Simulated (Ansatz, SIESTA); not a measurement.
**KNaCl₂ (P1, 4 atoms in the cell) computed with different codes at matched settings**

Self-consistent single point, at a second geometry (atoms moved at random). First geometry:

```xyz
4
Lattice="2.0863 1.2045 6.9495 -2.0863 1.2045 6.9495 0.0000 -2.4091 6.9495" Properties=species:S:1:pos:R:3 pbc="T T T"
K      0.0000     0.0000    10.4242
Na     0.0000     0.0000     0.0000
Cl     0.0000     0.0000    15.4376
Cl     0.0000     0.0000     5.4109
```

Second geometry:
```yaml
crystal:
  lattice:
    - [2.08632, 1.20454, 6.94949]
    - [-2.08632, 1.20454, 6.94949]
    - [0.00000, -2.40908, 6.94949]
  atoms:
    - { symbol: K, position: [0.51232, 0.50586, 0.49411] }
    - { symbol: Na, position: [0.99171, 0.99677, 0.01010] }
    - { symbol: Cl, position: [0.73877, 0.73667, 0.74480] }
    - { symbol: Cl, position: [0.25719, 0.26070, 0.25099] }
```

Shared settings, as Ansatz (a program for electronic structure) writes them: kpoints.mp_grid.grid = 8 8 8; scf.occupations.method = fixed. Potentials and cutoffs stand in the table.

| code | model | ΔF from the first geometry (meV/atom) | pressure (GPa) | largest force (eV/Å) | gap on the mesh (eV) | cutoff |
|---|---|---|---|---|---|---|
| SIESTA | LDA PW92, numerical atomic orbitals DZP, PseudoDojo LDA standard norm-conserving potentials (rewritten from UPF to PSML) | 6.5 | -1.79 | 0.367 | 4.582 | grid 400 Ry |
| Ansatz | LDA (PW92), PAW files made with PBE | 4.6 | -1.82 | 0.305 | 4.658 | default |

Size of the force on each atom (eV/Å): Sizes of forces hide their directions.

```tsv
code	K1	Na2	Cl3	Cl4
SIESTA	0.367	0.104	0.032	0.247
Ansatz	0.305	0.093	0.065	0.154
```

Gaps are read on the mesh.

The spread over the programs that give each value: ΔF from the first geometry within 1.9 meV/atom; pressure within 0.03 GPa; largest force within 0.062 eV/Å; gap on the mesh within 0.076 eV.

SIESTA uses small atom-centred bases, whose incompleteness enters pressures, forces and empty levels differently from a plane-wave cutoff. Ansatz's pressure is given at a fixed set of plane waves, as the other plane-wave codes print theirs.

The starting cell comes from a database of computed structures (which also holds hypothetical and non-ambient phases and stackings), without a prior relaxation at this level. For this run, on top of that: atoms moved at random.

Keys are those of Ansatz 0.2.
